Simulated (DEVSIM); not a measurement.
System: Ni/Al2O3/SiO2/n-Si capacitor, at 250 K.

| layer (left to right) | material | thickness (nm) | Nd (cm⁻³) |
|---|---|---|---|
| 1 | Al2O3 | 6.00 | - |
| 2 | SiO2 | 0.750 | - |
| 3 | Si | 6000 | 9.1e15 |

Metal gate on the left, work function 5.1 eV. Fixed charge at the semiconductor interface 3.8e10 cm⁻² (in units of +e); interface traps 1e12 cm⁻² eV⁻¹, uniform in energy, neutral level at 0.7 of the gap above the valence band.

This is a model device: material constants are rounded textbook-type values typed into the input, and sizes, dopings and lifetimes were drawn at random. Values at 300 K; Nc and Nv go as T^1.5, mobilities as T to minus their exponent, the gap by Varshni's rule with the affinity fixed.

```csv
parameter,Al2O3,SiO2,Si
gap (eV),6.8,9,1.124
affinity (eV),1.35,0.9,4.05
permittivity,9,3.9,11.7
Nc (cm⁻³),-,-,2.86e19
Nv (cm⁻³),-,-,3.1e19
Varshni α (eV/K),-,-,0.000473
Varshni β (K),-,-,636
```

DEVSIM, 1D Poisson equation in equilibrium, Boltzmann statistics, complete ionisation; no quantum confinement or tunnelling. Metal contacts follow the ideal Schottky-Mott rule: no Fermi-level pinning, no interface dipoles.

Task: Tabulate band edges, carrier densities and field at 0.3 V on the gate.

Result: Energies count from the Fermi level of the right contact; mesh points crowd at the junctions.

```
x (μm)    Ec (eV)  Ev (eV)  n (cm⁻³)  p (cm⁻³)  field (V/cm)
--------  -------  -------  --------  --------  ------------
0.000       3.450   -3.350     < 1e2     < 1e2       -120000
0.001359    3.434   -3.366     < 1e2     < 1e2       -120000
0.003480    3.409   -3.391     < 1e2     < 1e2       -120000
0.005319    3.387   -3.413     < 1e2     < 1e2       -120000
0.006416    3.817   -5.183     < 1e2     < 1e2       -270000
0.007332    0.656   -0.480   1300000     5.0e9        -36000
0.009796    0.647   -0.489   1900000     3.3e9        -36000
0.01890     0.615   -0.521   8600000     7.4e8        -35000
0.03772     0.552   -0.584     1.6e8     4.0e7        -32000
0.08056     0.428   -0.708    5.0e10    130000        -26000
0.1865      0.232   -0.904    4.5e14     < 1e2        -11000
0.5783      0.168   -0.969    9.1e15     < 1e2           ≈ 0
1.342       0.168   -0.969    9.1e15     < 1e2           ≈ 0
3.203       0.168   -0.969    9.1e15     < 1e2           ≈ 0
5.122       0.168   -0.969    9.1e15     < 1e2           ≈ 0
5.641       0.168   -0.969    9.1e15     < 1e2           ≈ 0
5.851       0.168   -0.969    9.1e15     < 1e2           ≈ 0
5.943       0.168   -0.969    9.1e15     < 1e2           ≈ 0
5.987       0.168   -0.969    9.1e15     < 1e2           ≈ 0
5.999       0.168   -0.969    9.1e15     < 1e2           ≈ 0
6.004       0.168   -0.969    9.1e15     < 1e2           ≈ 0
6.007       0.168   -0.969    9.1e15     < 1e2           ≈ 0
```
